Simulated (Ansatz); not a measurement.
Start from BN in the zinc blende structure (space group F-43m, No. 216; a = 3.610 Å).

Level of theory: plane-wave PAW DFT at the r2SCAN level (Ansatz, a quantum-chemistry and plane-wave program, 500 eV), scalar-relativistic without spin-orbit coupling.

For the base:

The electron mass comes out as 0.87 mₑ along k, 0.29 mₑ across (at X) and the band gap is 5.00 eV. The gap character is indirect, Γ → X, the smallest direct gap is 9.59 eV and the hole mass is 0.48, 0.51, 0.51 mₑ (at Γ).

The change: cell and atoms relaxed at a pressure of 0.9 GPa.

Problem. Predict the new electron mass, band gap, gap character, smallest direct gap and hole mass.

Solution. The electron mass stays 0.87 mₑ along k, 0.29 mₑ across (at X); the band gap hardly moves (5.00 eV against 5.01 eV); the gap character stays indirect, Γ → X; the smallest direct gap grows by 0.01 eV (9.59 eV → 9.60 eV); the hole mass (degenerate bands, along [100]) is still 0.48, 0.51, 0.51 mₑ (at Γ).

Load acts through the strain it causes; cell and atoms are relaxed under it. Effective masses come from finite differences of ±0.01 Å⁻¹. Along k means along the line from Γ to the band edge. Whether these cells are dynamically stable was not tested.
